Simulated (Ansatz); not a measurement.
The starting structures come from a database of crystals and need not be the phases stable at ambient conditions.

 Where the default PAW files enter, the runs use the earlier of Ansatz's two default sets.

By LDA, the system below comes out a metal.

The ballistic (Sharvin) conductance counts the channels at the Fermi level: G/A = (e²/h) × channels of both spins per area.

Input:

```xyz
4
Lattice="4.3601 0.0000 0.0000 -2.1800 3.7759 0.0000 2.1800 1.2586 3.5600" Properties=species:S:1:pos:R:3 pbc="T T T"
Cu     0.0000     2.5173     1.7800
Cu     2.1800     1.2586     0.8900
Cu     2.1800     3.7759     2.6700
Sn     0.0000     0.0000     0.0000
```

Space group of this cell: Fm-3m. The cell is taken as given; by LDA its mean pressure is -10.4 GPa.

The current flows along the normal of the first two printed cell vectors, the (111) plane of the conventional cell. No spin-orbit coupling; the value is a mean over 0.1 eV about the Fermi level.

Question: State the ballistic conductance per area according to LDA (Ansatz, a quantum-chemistry and plane-wave program).

Answer: 0.72 × 10¹⁵ S/m² for both spins.
